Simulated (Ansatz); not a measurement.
Given:

```yaml
crystal:
  lattice:
    - [8.41660, -2.24186, 0.00000]
    - [8.41660, 2.24186, 0.00000]
    - [-3.55348, 0.00000, 6.96581]
  atoms:
    - { symbol: Ca, position: [0.75595, 0.75595, 0.74293] }
    - { symbol: Ca, position: [0.24405, 0.24405, 0.25707] }
    - { symbol: Be, position: [0.05980, 0.05980, 0.73967] }
    - { symbol: Mg, position: [0.56372, 0.56372, 0.23336] }
    - { symbol: Mg, position: [0.43628, 0.43628, 0.76664] }
    - { symbol: Be, position: [0.94020, 0.94020, 0.26033] }
    - { symbol: Bi, position: [0.62714, 0.62714, 0.94326] }
    - { symbol: Bi, position: [0.11722, 0.11722, 0.48321] }
    - { symbol: Bi, position: [0.88278, 0.88278, 0.51679] }
    - { symbol: Bi, position: [0.37286, 0.37286, 0.05674] }
```

No spin polarisation.

Method: PBEsol (Ansatz, a program for electronic structure; PAW; 420 eV plane waves; without spin-orbit coupling). k-mesh 11×11×7 (Γ-centred); smearing 0.05 eV (Fermi–Dirac).

Q: What valence-band top at Γ (three highest levels, from the VBM) does the calculation give?

A: 0.00, -0.17, -0.21 eV.

Q: What band gap does the calculation give?

A: 0.37 eV.

These are small ordered cells, not random alloys; other orderings at the same x differ. Spin-orbit coupling, missing from the scalar runs, can matter with Bi. Whether these cells are dynamically stable was not tested. The cell was made from CaMg2Bi2 by this change: x(Be) = 0.5, 10 atoms, C2/m.
